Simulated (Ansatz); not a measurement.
System: AlP (model structure, within 0.1 Å of P6₄22, No. 181, 6 atoms in the cell). Method: LDA (PAW; Ansatz, an electronic-structure program).

Numerical settings: plane-wave cutoff 520 eV, 12×12×4 k mesh (along the axes of the cell as run), Fermi–Dirac smearing 0.01 eV, scalar-relativistic PAW data made under PBE.

Cell (relaxed with PBEsol):

```yaml
crystal:
  lattice:
    - [3.82135, 0.00000, 0.00000]
    - [-1.91067, 3.30938, 0.00000]
    - [0.00000, 0.00000, 8.63242]
  atoms:
    - { symbol: Al, position: [0.00000, 0.49978, 0.66667] }
    - { symbol: Al, position: [0.50022, 0.50022, 0.00000] }
    - { symbol: Al, position: [0.49978, 0.00000, 0.33333] }
    - { symbol: P, position: [0.00000, 0.49986, 0.16667] }
    - { symbol: P, position: [0.50014, 0.50014, 0.50000] }
    - { symbol: P, position: [0.49986, 0.00000, 0.83333] }
```

Problem. Predict the band gap, smallest direct gap on the k points sampled and Γ–Γ gap.

Solution. 
band gap: 0.84 eV (indirect)
smallest direct gap on the k points sampled: 1.95 eV
Γ–Γ gap: 2.06 eV

Note: cell and atoms aren't relaxed at this level (pressure -1.8 GPa).

The computed numbers hold no vibrational or temperature effects.

Cost on a shared machine: about 50 core-seconds (a rough figure).

A model structure was made by putting elements into a prototype or built by hand; it is no filed structure, need not be a known phase, and can be a saddle point held by its symmetry.
